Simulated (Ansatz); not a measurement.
A short convergence ladder for YbAgBi (P6_3mc, 6 atoms in the cell)

```xyz
6
Lattice="4.9025 0.0000 0.0000 -2.4513 4.2457 0.0000 0.0000 0.0000 7.8604" Properties=species:S:1:pos:R:3 pbc="T T T"
Yb     0.0000     0.0000     5.8890
Yb     0.0000     0.0000     1.9587
Ag     0.0000     2.8305     4.4714
Ag     2.4513     1.4152     0.5412
Bi     0.0000     2.8305     7.5929
Bi     2.4513     1.4152     3.6627
```

Base method: LDA (PW92), default PAW files made with PBE (plane waves; Ansatz, an electronic-structure program).

Base settings: basis.ecutwfc = 420 eV; kpoints.mp_grid.grid = 7 7 3; hamiltonian.xc = lda; hamiltonian.pseudopotentials = {kind: paw} (the program's default PAW files); scf.occupations.method = gaussian; scf.occupations.width = 0.1 eV.

Core times come from one kind of shared machine, to one figure; runs under 30 s give none.

**Zone-centre phonons against the cutoff**

In this ladder: phonons.method = dfpt.

The mesh stays at the base's, so the ladder's end is converged at best in this setting alone.

Frequencies are those of the unrelaxed cell, without the LO-TO term of polar crystals.

Only quantities that move along the ladder and can be compared are tabulated.

| basis.ecutwfc | highest zone-centre frequency (cm⁻¹) | lowest optical frequency (cm⁻¹) | core time / last (rough) |
|---|---|---|---|
| 210 eV | 113.8 | -35.7 | 0.3 |
| 295 eV | 106.1 | 45.8 | 0.7 |
| 355 eV | 103.6 | 46.1 | 0.8 |
| 420 eV | 103.7 | 46.2 | 1 |

Coarsest basis.ecutwfc that holds the lowest optical frequency within 10 cm⁻¹ of the last step, with all finer ones: 295 eV; the step before is off by 82 cm⁻¹.

Coarsest basis.ecutwfc that holds the highest zone-centre frequency within 5 cm⁻¹ of the last step, with all finer ones: 295 eV; the step before is off by 10 cm⁻¹.

On the base run: the starting cell comes from a database of computed structures (which also holds hypothetical and non-ambient phases and stackings), without a prior relaxation at this level. Its lattice was rescaled by up to half a per cent. Spin polarisation is off. In the base run, with a pressure of about -6 GPa the cell is away from its equilibrium volume at this level.

Keys are those of Ansatz 0.2.
